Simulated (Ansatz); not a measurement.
**How a calculation on Ta2O5 (Pccm, 14 atoms in the cell) responds to its settings**

Space group Pccm (No. 49); a = 3.677 Å, b = 6.217 Å, c = 7.794 Å, α = 90.00°, β = 90.00°, γ = 90.00°

```tsv
atom	site	symmetry	x	y	z
O	4q	..m	0.0020	0.6810	0.0000
O	2h	222	0.5000	0.5000	0.2500
Ta	2b	..2/m	0.5000	0.5000	0.5000
O	2d	..2/m	0.5000	0.0000	0.0000
Ta	2a	..2/m	0.0000	0.0000	0.0000
O	2e	222	0.0000	0.0000	0.2500
```

Base run A: PBEsol, default PAW files made with PBE (Ansatz, a quantum-chemistry and plane-wave program), self-consistent single point.

Its settings: kpoints.mp_grid.grid = 7 4 3; hamiltonian.xc = pbesol; hamiltonian.pseudopotentials = {kind: paw} (the program's default PAW files); scf.occupations.method = gaussian; scf.occupations.width = 0.0073 Ry.

The starting cell comes from a database of published, mostly measured structures (it also holds non-ambient and calculated ones), without a prior relaxation at this level. Spin polarisation is off. Ansatz's pressure includes its estimate of the finite-basis (Pulay) stress.

ΔF is the free energy per atom less that of run A. 

| run | kpoints.mp_grid.grid, kpoints.mp_grid.shift | ΔF (meV/atom) | pressure (GPa) | largest force (eV/Å) | k-points |
|---|---|---|---|---|---|
| A | 7 4 3, default | 0.00 | 2.63 | 0.833 | 24 |
| B | 4 3 2, default | 5.2 | 2.70 | 0.818 | 12 |
| C | 4 3 2, 0.5 0.5 0.5 | -5.4 | 2.57 | 0.836 | 4 |
| D | 5 3 3, default | 0.62 | 2.64 | 0.837 | 12 |
| E | 5 3 3, 0.5 0.5 0.5 | -1.13 | 2.60 | 0.835 | 12 |
| F | 6 4 3, default | 0.04 | 2.63 | 0.829 | 24 |
| G | 6 4 3, 0.5 0.5 0.5 | -0.66 | 2.61 | 0.835 | 12 |
| H | 7 4 3, 0.5 0.5 0.5 | -0.60 | 2.61 | 0.835 | 16 |
| I | 7 4 3, 0 0 0.5 | -0.45 | 2.62 | 0.835 | 24 |

Run H against A: The free energy stays essentially unchanged (within 1 meV/atom), the pressure moves little (2.63 to 2.61 GPa) and the largest force moves little (0.833 to 0.835 eV/Å).

Run C against A: The free energy falls by 5.4 meV/atom, the pressure moves little (2.63 to 2.57 GPa) and the largest force hardly changes (0.833 to 0.836 eV/Å).

Run E against A: The free energy falls by 1.1 meV/atom, the pressure moves little (2.63 to 2.60 GPa) and the largest force hardly changes (0.833 to 0.835 eV/Å).

Keys are those of Ansatz 0.2.
